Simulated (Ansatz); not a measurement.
Ca in the diamond structure (space group Fd-3m, No. 227; a hypothetical phase, not in the database extracts checked)

```cif
data_Ca8
_chemical_formula_sum 'Ca8'
_space_group_name_H-M_alt 'Fd-3m :1'
_space_group_IT_number 227
_space_group_name_Hall 'F 4d 2 3 -1d'
_cell_length_a 8.43265
_cell_length_b 8.43265
_cell_length_c 8.43265
_cell_angle_alpha 90.000
_cell_angle_beta 90.000
_cell_angle_gamma 90.000
loop_
_atom_site_label
_atom_site_type_symbol
_atom_site_symmetry_multiplicity
_atom_site_Wyckoff_symbol
_atom_site_fract_x
_atom_site_fract_y
_atom_site_fract_z
_atom_site_occupancy
Ca1 Ca 8 a 0.00000 0.00000 0.00000 1
```
(The calculation used a cell of 2 atoms; values per cell refer to that cell.)

Level of theory: PBEsol/PAW in Ansatz (an electronic-structure program), no spin-orbit coupling. Settings: 10×10×10 k-points, 0.05 eV Fermi–Dirac smearing.

The volume per atom is 74.96 Å³, the density is 0.89 g/cm³ and the band gap comes out as zero. The total energy is -1792.621 eV/atom (σ→0; compares only within this code and set-up).

No phonon test of stability was made.
